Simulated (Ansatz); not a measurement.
Consider Ga₂O₃ in the corundum structure (space group R-3c, No. 167; a = 5.000 Å, c = 13.449 Å (hexagonal axes)).

The values are results of PBEsol, PAW, 420 eV (Ansatz, an electronic-structure program; spin-orbit coupling left out), not measurements.

For the base:

```
Property                               Result
-----------------------------  --------------
Width of the top valence band         0.45 eV
Pressure                             0.00 GPa
Electron mass                  0.22 mₑ (at Γ)
```

Modification: the cell is scaled by 0.9925 in all directions, atoms relaxed at fixed cell.

Question: How does this affect the energy relative to the base?

Answer: The energy grows by 3.5 meV/atom.

Question: Estimate the effect on the width of the top valence band.

Answer: The width of the top valence band is nearly the same (0.45 eV against 0.46 eV).

Question: Estimate the effect on the pressure.

Answer: The pressure (mean of the normal stresses, compression positive) goes from zero to 5.25 GPa.

Question: What happens to the electron mass?

Answer: The electron mass becomes 0.24 mₑ (at Γ) (base: 0.22 mₑ (at Γ)).

The levels and masses belong to the bands next to the band gap. The cells carry an imposed strain or load. Masses are band curvatures over ±0.01 Å⁻¹ around the edge. No phonon test of stability was made.
